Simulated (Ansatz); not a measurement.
We consider antifluorite Be2C, described by PBE-D3(BJ) in Ansatz (PAW).

Numerical settings: plane-wave cutoff 520 eV, 14×14×14 k mesh, Fermi–Dirac smearing 0.01 eV, scalar-relativistic PAW data made under PBE.

Results at a series of volumes:

| V (Å³/atom) | E − E_lowest (meV/atom) | P (GPa) |
|---|---|---|
| 6.118 | 17.07 | 14.70 |
| 6.248 | 7.34 | 9.34 |
| 6.378 | 1.77 | 4.45 |
| 6.509 | 0.00 | -0.02 |
| 6.639 | 1.70 | -4.11 |
| 6.769 | 6.58 | -7.85 |
| 6.899 | 14.37 | -11.27 |

Question: Estimate the bulk modulus from the pressures at 6.378 and 6.639 Å³/atom, and compare it with a fit to all energies.

Answer: B = −V dP/dV. Between V = 6.378 and 6.639 Å³/atom, dP/dV = (-4.11 − (4.45))/(6.639 − 6.378) = -32.8 GPa per Å³/atom; at the midpoint 6.508 Å³/atom this gives B ≈ 213 GPa. The third-order Birch–Murnaghan fit gives V0 = 6.508 Å³/atom, B0 = 214 GPa, B′ = 3.5, which lies within 1 % of that estimate.

Measured, for comparison: equilibrium volume per atom 6.81 Å³/atom (temperature not stated, no zero-point or thermal correction; as tabulated in Freccero, Grin, Wagner, Dalton Trans. (2023), ESI). Computed (rounded) less measured: equilibrium volume per atom -4.4 %.

Computing time: around 13 core-seconds (rough).

Ansatz is an electronic-structure program.
